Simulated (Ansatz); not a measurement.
**bcc V (1 1 1) on wurtzite CdS (0 0 1) (film strained to the substrate, started from cuts of the bulks and a machine-learned relaxation; slabs Cd4S4 and V12, which can lie off the formulas)**

A periodic stack without vacuum, bcc V (1 1 1) on wurtzite CdS (0 0 1) (film strained to the substrate, started from cuts of the bulks and a machine-learned relaxation; slabs Cd4S4 and V12, which can lie off the formulas): substrate slab Cd4S4, film V12, surface cells [[0, 1], [-1, 0]] and [[1, -1], [1, 0]], film strained by -1.0 and -1.0 %, outermost planes Cd/S and V/V as cut, which need not be the usual terminations and can put a slab off its formula.

The start was prepared with a machine-learned potential, and the result is one local minimum, with the in-plane cell held and forces under 0.04 eV/Å; the film can end far from its bulk form.

All values below come from PBE (plane waves to 420 eV, PAW; Ansatz, a first-principles code). Scalar-relativistic, without spin–orbit coupling; the runs are not spin-polarised; PBE gaps are too small against experiment. Its k-point mesh 9×9×1, Fermi–Dirac width 0.05 eV.

```
Quantity                                                                                  Result
-------------------------------------------------------------------------------  ---------------
interface area                                                                           15.3 Å²
period                                                                                   24.03 Å
heights between the nearest atoms of the two slabs at the two interfaces         0.66 and 1.59 Å
Cd–V contacts across the interfaces within 1.22 times the sum of covalent radii   8, mean 3.04 Å
S–V contacts across the interfaces within 1.22 times the sum of covalent radii    7, mean 2.60 Å
```

```yaml
crystal:
  lattice:
    - [4.19613, -0.00035, 0.04324]
    - [2.09857, 3.63488, 0.03390]
    - [1.84573, 1.07284, 24.05100]
  atoms:
    - { symbol: Cd, position: [0.15439, 0.61160, 0.02440] }
    - { symbol: Cd, position: [0.44021, 0.89886, 0.16617] }
    - { symbol: S, position: [0.11912, 0.57718, 0.13020] }
    - { symbol: S, position: [0.40557, 0.86297, 0.27275] }
    - { symbol: Cd, position: [0.06004, 0.51839, 0.30848] }
    - { symbol: Cd, position: [0.35006, 0.79653, 0.45190] }
    - { symbol: S, position: [0.02888, 0.47543, 0.41504] }
    - { symbol: S, position: [0.65159, 0.09050, 0.54999] }
    - { symbol: V, position: [0.96541, 0.40745, 0.60524] }
    - { symbol: V, position: [0.30824, 0.74968, 0.57747] }
    - { symbol: V, position: [0.27239, 0.71694, 0.68157] }
    - { symbol: V, position: [0.61741, 0.06074, 0.64777] }
    - { symbol: V, position: [0.58034, 0.02772, 0.75517] }
    - { symbol: V, position: [0.92672, 0.37244, 0.71745] }
    - { symbol: V, position: [0.88911, 0.33949, 0.82621] }
    - { symbol: V, position: [0.23457, 0.68340, 0.79102] }
    - { symbol: V, position: [0.19548, 0.64878, 0.90453] }
    - { symbol: V, position: [0.54335, 0.99509, 0.86223] }
    - { symbol: V, position: [0.51019, 0.96568, 0.95841] }
    - { symbol: V, position: [0.85167, 0.30585, 0.93509] }
```
